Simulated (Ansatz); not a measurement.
## How far PBE and r2SCAN part for NiGe, pressure 2.1 GPa

Consider NiGe (space group Pnma, No. 62; a = 5.407 Å, b = 3.473 Å, c = 5.847 Å; non-magnetic).

(Cell as relaxed with PBE.)

Levels (all Ansatz, an electronic-structure program, PAW): PBE (420 eV, scalar-relativistic without spin-orbit coupling); r2SCAN (500 eV, no SOC).

Each level relaxes its own structure.

| base | PBE | r2SCAN |
|---|---|---|
| volume per atom | 13.73 Å³ | 13.29 Å³ |
| band gap | zero | zero |

Now apply this change: a hydrostatic pressure of 2.1 GPa.

| quantity | PBE | r2SCAN |
|---|---|---|
| volume per atom | 13.52 Å³ | (withheld) |
| band gap | zero | (withheld) |

### Question
Given the PBE results, estimate those of r2SCAN.

### Answer

- volume per atom, r2SCAN: 13.11 Å³
- band gap, r2SCAN: zero

PBE's volume per atom lies 0.41 Å³ above r2SCAN's (3.1 %); the two agree on the band gap. Neither level is exact; r2SCAN is the comparison here, not a measurement.

Load acts through the strain it causes; cell and atoms are relaxed under it. No phonon test of stability was made. Seeded moments were not kept for the base. All final runs are without spin polarisation.
